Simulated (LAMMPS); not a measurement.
Melts of CdS (wurtzite) cooled to 300 K at several rates.

Computed with classical MD, pair style sw, file CdTeZnSeHgS0.sw; code LAMMPS.

| cooling rate (K/s) | energy above the crystal | state | density | coordination number of Cd by S | rough cost |
|---|---|---|---|---|---|
| 3e+12 | 0.337 eV/atom | glass | 4.36 g/cm³ (one sample) | 3.48 (counted to 3.14 Å) | 30 core-minutes |
| 1e+13 | 0.364 eV/atom | glass | 4.31 g/cm³ (one sample) | 3.42 (counted to 3.18 Å) | 7 core-minutes |
| 1e+14 | 0.457 eV/atom | glass | 4.16 g/cm³ (one sample) | 3.21 (counted to 3.18 Å) | 5 core-minutes |

Costs are rough and include melting and analysis.

Caution: at ambient pressure real CdS sublimes or decomposes before or as it melts, so this liquid is the model's.
